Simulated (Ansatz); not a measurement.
We consider L1₂ (Cu3Au-type) Ni3Al, described by BLYP in Ansatz (plane waves, PAW).

Settings: plane-wave cutoff 520 eV, 16×16×16 k mesh, Fermi–Dirac smearing 0.05 eV, spin-polarised with parallel moments, scalar-relativistic PAW data made under PBE.

Cell (relaxed at this level):

```
CELL_PARAMETERS angstrom
      3.61414     0.00000     0.00000
      0.00000     3.61414     0.00000
      0.00000     0.00000     3.61414
ATOMIC_POSITIONS crystal
  Al 0.00000 0.00000 0.00000
  Ni 0.00000 0.50000 0.50000
  Ni 0.50000 0.00000 0.50000
  Ni 0.50000 0.50000 0.00000
```
Starting moments (μB, in the order of the record's atoms Al Ni Ni Ni): 0.0 0.5 0.5 0.5.

Q: Estimate the bulk modulus B0 and pressure derivative B′ of the bulk modulus that the calculation returns.

A: 
- bulk modulus B0 = 159 GPa
- pressure derivative B′ of the bulk modulus = 4.7

The run finds no gap.

Measured, for comparison: bulk modulus 174 GPa (temperature not stated, not corrected to a static lattice; as tabulated in Zarkevich et al. (2023), arXiv:2304.06869). Computed (rounded) less measured: bulk modulus -9 %.

Cost on a shared machine: very roughly 8 core-minutes.

Ansatz is a quantum-chemistry and plane-wave program.
